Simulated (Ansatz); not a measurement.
System: SiC3 (model structure, P-4m2, No. 115, 4 atoms in the cell). Method: G0W0@PBEsol (Ansatz, a quantum-chemistry and plane-wave program, plane waves, hard PAW, contour deformation).

The cell is the one relaxed with PBEsol. Conventional cell: a = 2.7839 Å, b = 2.7839 Å, c = 4.0949 Å, α = 90.00°, β = 90.00°, γ = 90.00°.

One run with a 6×6×4 mesh, response cutoff 100 eV and 132 empty bands, not extrapolated in mesh or basis; no spin–orbit coupling.

Highest filled and lowest empty level by k point (fractions of the reciprocal vectors of the cell (2.784 0.000 0.000) (0.000 2.784 0.000) (0.000 0.000 4.095) Å; eV from the valence maximum of each method):

| k | PBEsol filled | PBEsol empty | QP filled | QP empty |
|---|---|---|---|---|
| 0 0 0 | 0.00 | 1.63 | 0.00 | 2.56 |
| 0 0 0.25 | -0.76 | 1.84 | … | … |
| 0 0.333 0 | -0.47 | 3.55 | -0.55 | 4.58 |
| 0 -0.5 -0.5 | -0.70 | 2.89 | -0.81 | 3.87 |
| 0.167 0.167 0 | -1.81 | 3.68 | -1.95 | 4.74 |
| 0.167 0.333 -0.5 | -1.96 | 3.87 | -2.13 | 4.91 |
| 0.333 0.333 0.25 | -3.71 | 2.49 | -3.99 | 3.47 |
| 0.333 -0.5 0.25 | -3.92 | 2.22 | … | … |

Task: Estimate the withheld levels to about 0.1 eV.

Result: 
- 0 0 0.25, QP filled: -0.83
- 0 0 0.25, QP empty: 2.79
- 0.333 -0.5 0.25, QP filled: -4.21
- 0.333 -0.5 0.25, QP empty: 3.16

Note: the relaxation could raise the start's symmetry but not lower it, so the cell can be a saddle point.

A model structure was made by putting elements into a prototype or built by hand; it is no filed structure, need not be a known phase, and can be a saddle point held by its symmetry.
